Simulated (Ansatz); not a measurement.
```xyz
2
Lattice="14.0000 0.0000 0.0000 0.0000 11.0000 0.0000 0.0000 0.0000 3.1322" Properties=species:S:1:pos:R:3 pbc="T T T"
Li     5.7519     5.5000     0.0000
Li     8.2481     5.5000     1.5661
```

All values below come from PBE (plane waves to 420 eV, PAW; Ansatz, a quantum-chemistry and plane-wave program). Mesh 1×1×96. No spin polarisation, so a magnetic state wasn't tested. Isolated but for its images some 11 Å away. A model structure. It keeps the symmetry and period of its start, so it need not be a minimum against all distortions. Pairing along the axis, which can open a gap, is among the distortions not tried.

Task: Say what this body is, and give its properties.

Result: Free triangular strip chain of Li atoms. A hypothetical model.
- PBE gap: none (under 0.01 eV)
- crossings of the Fermi level between Γ and the zone edge (49 points): 2, each for both spins (ideal conductance 2 × 2e²/h)
